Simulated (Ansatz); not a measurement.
Start from CoPdO2 (space group R-3m, No. 166; a = 2.8253 Å, c = 17.7618 Å (hexagonal axes); not spin-polarised; relaxed with 0.1 eV smearing).

Calculations: Ansatz (a quantum-chemistry and plane-wave program), r2SCAN, PAW, cutoff 500 eV, without spin-orbit coupling, earlier PAW set.

Before the change:

```
Quantity    Value
--------  -------
Pressure  0.0 GPa
```

Now apply this change: every lattice vector is shortened by 3.53 %, atoms relaxed at fixed cell.

Task: Predict the new pressure, largest internal atomic displacement and energy relative to the base.

Result: The pressure (mean of the normal stresses, compression positive) goes from zero to 32.8 GPa; the largest internal atomic displacement amounts to 0.013 Å; the energy increases by 96 meV/atom.

The cells carry an imposed strain or load. Stability against distortions was not tested. Starting moments died away, wholly or in part, for the base; another magnetic solution may exist. No Hubbard U is applied and the magnetic state is the run's own (CoPdO2 not spin-polarised; CoPdO2 non-magnetic); small cells can't hold the antiferromagnetic order that many such compounds have, so gaps and moments can be off. All final runs are without spin polarisation. An odd electron count without spin: CoPdO2.
